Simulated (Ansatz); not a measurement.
Si2W, cell Si36W18, first heated far above this temperature, then brought to it, below the measured melting point of 2433 K (tabulated, unchecked) (supercooled) [in the run: it was liquid; mean temperature 2191 K (target 2190 K); density 7.69 g/cm³, volume +28 % from the start crystal's; mean pressure -1.1 GPa against a target of 0; 2×2×2 k-points, which a denser mesh shifts by 0.0 GPa in pressure and 0.02 eV/Å in forces].  Bonds are counted up to Si-Si 3.62 Å, Si-W 3.50 Å, W-W 3.90 Å.

**Question.** What distribution of Si-W-Si angles does PBE in Ansatz (a first-principles code) give?

**Answer.** mean 98°, standard deviation 33°.
```
angle (°) | p (1/°)
      1.5 |  0.0000
      4.5 |  0.0000
      7.5 |  0.0000
     10.5 |  0.0000
     13.5 |  0.0000
     16.5 |  0.0000
     19.5 |  0.0000
     22.5 |  0.0000
     25.5 |  0.0000
     28.5 |  0.0000
     31.5 |  0.0000
     34.5 |  0.0000
     37.5 |  0.0002
     40.5 | ### 0.0010
     43.5 | ####### 0.0027
     46.5 | ############# 0.0049
     49.5 | #################### 0.0075
     52.5 | ######################### 0.0095
     55.5 | ########################### 0.0103
     58.5 | ############################## 0.0113
     61.5 | ############################## 0.0112
     64.5 | ############################# 0.0108
     67.5 | ########################## 0.0099
     70.5 | ########################## 0.0098
     73.5 | ######################### 0.0095
     76.5 | ######################### 0.0093
     79.5 | ########################## 0.0097
     82.5 | ######################### 0.0096
     85.5 | ########################## 0.0100
     88.5 | ########################### 0.0100
     91.5 | ########################### 0.0102
     94.5 | ########################### 0.0103
     97.5 | ########################### 0.0101
    100.5 | ########################### 0.0101
    103.5 | ########################## 0.0098
    106.5 | ########################## 0.0099
    109.5 | ######################## 0.0091
    112.5 | ######################## 0.0092
    115.5 | ###################### 0.0084
    118.5 | ##################### 0.0080
    121.5 | #################### 0.0076
    124.5 | ################### 0.0073
    127.5 | ################### 0.0073
    130.5 | ################### 0.0071
    133.5 | ################## 0.0066
    136.5 | ################## 0.0068
    139.5 | ################# 0.0065
    142.5 | ################ 0.0062
    145.5 | ############### 0.0056
    148.5 | ############## 0.0051
    151.5 | ############# 0.0047
    154.5 | ########### 0.0043
    157.5 | ########## 0.0038
    160.5 | ######### 0.0033
    163.5 | ####### 0.0027
    166.5 | ###### 0.0021
    169.5 | ##### 0.0019
    172.5 | ### 0.0012
    175.5 | ## 0.0007
    178.5 | # 0.0003
```
